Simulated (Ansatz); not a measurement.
The parent structure is SnO (space group P4/nmm, No. 129; layered, stacked along the Cartesian z axis).

```xyz
4
Lattice="3.7701 0.0000 0.0000 0.0000 3.7701 0.0000 0.0000 0.0000 4.5598" Properties=species:S:1:pos:R:3 pbc="T T T"
Sn     1.8850     0.0000     3.4040
Sn     0.0000     1.8850     1.1558
O      1.8850     1.8850     0.0000
O      0.0000     0.0000     0.0000
```

Calculations: PBEsol-D3(BJ) (Ansatz, a program for electronic structure), scalar-relativistic without spin-orbit coupling.

Base values:

The lattice parameter a is 3.770 Å. The c/a ratio is 1.209.

The change: hydrostatic tension (pressure −2 GPa).

### Question
What does the calculation give for the lattice parameter a and c/a ratio after the change?

### Answer
The lattice parameter a goes up by 0.033 Å to 3.803 Å; the c/a ratio rises by 0.0350 (1.209 → 1.245).

Load acts through the strain it causes; cell and atoms are relaxed under it. No phonon test of stability was made. All final runs are without spin polarisation.
